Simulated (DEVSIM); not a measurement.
abrupt Si p-n junction

Structure: abrupt Si p-n junction, at 400 K.

```
layer (left to right)  material  thickness (μm)  Nd (cm⁻³)  Na (cm⁻³)  τn (s)  τp (s)
---------------------  --------  --------------  ---------  ---------  ------  ------
1                            Si            1.50          -     1.3e18  0.0004  0.0004
2                            Si            8.40     2.2e16          -  0.0004  0.0004
```

Left contact: ohmic. Right contact: ohmic. Voltage is applied to the left contact. Recombination: SRH at mid-gap, radiative. Mobility is constant in doping.

The device is made up for the run: typed textbook-type constants, with dimensions and the other settings drawn at random. Values at 300 K; Nc and Nv go as T^1.5, mobilities as T to minus their exponent, the gap by Varshni's rule with the affinity fixed.

| parameter | Si |
|---|---|
| gap (eV) | 1.124 |
| affinity (eV) | 4.05 |
| permittivity | 11.7 |
| Nc (cm⁻³) | 2.86e19 |
| Nv (cm⁻³) | 3.1e19 |
| μn (cm²/Vs) | 1417 |
| μp (cm²/Vs) | 470 |
| T exponent of μn | 2.3 |
| T exponent of μp | 2.2 |
| B (cm³/s) | 4.7e-15 |
| Varshni α (eV/K) | 0.000473 |
| Varshni β (K) | 636 |

Simulated with DEVSIM: 1D drift-diffusion, Boltzmann statistics, complete ionisation; no tunnelling, impact ionisation, image-force lowering or self-heating.

```
Item                                               Result
---------------------------------------------  ----------
Potential step across the device at zero bias     0.710 V
Largest field in the device at zero bias       90000 V/cm
Dark forward voltage at 1 A/cm²                   0.438 V
Dark forward voltage at 100 A/cm²                 0.615 V
```

Dark forward current:

(V (V), J (A/cm²)): (0.05, 1.0e-5); (0.10, 5.4e-5); (0.15, 0.00024); (0.20, 0.0010); (0.25, 0.0044); (0.30, 0.019); (0.35, 0.080); (0.40, 0.34); (0.45, 1.4); (0.50, 5.8); (0.55, 22); (0.60, 73); (0.65, 200); (0.70, 490); (0.75, 1000); (0.80, 1800); (0.85, 3000)

Dark reverse current:

```json
[
 {"V (V)": "-0.40", "J (A/cm²)": "-3.2e-6"},
 {"V (V)": "-1.00", "J (A/cm²)": "-3.2e-6"},
 {"V (V)": "-2.00", "J (A/cm²)": "-3.2e-6"},
 {"V (V)": "-3.00", "J (A/cm²)": "-3.3e-6"},
 {"V (V)": "-4.00", "J (A/cm²)": "-3.3e-6"},
 {"V (V)": "-6.00", "J (A/cm²)": "-3.3e-6"},
 {"V (V)": "-8.00", "J (A/cm²)": "-3.4e-6"}
]
```
